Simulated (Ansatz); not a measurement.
## The (110) surface of bcc Ta, one row in 3 of the top plane missing (bottom of the slab: a bare face, its two planes held)

All values below come from PBE (plane waves to 420 eV, PAW; Ansatz, an electronic-structure program).

Slab: 17 atoms, 11.7 Å thick at the start; k 14x5x1, smearing 0.1 eV, dipole-corrected; 6 atoms held, the rest relaxed; symmetry of the start imposed; no spin, no spin-orbit, no U. It is one candidate, not shown to be the stable structure of the face.

| Quantity | Value |
|---|---|
| work function of the top face | 3.90 eV |
| energy released by relaxation | 0.41 eV |
| cost | about 18 core-minutes (a rough figure) |
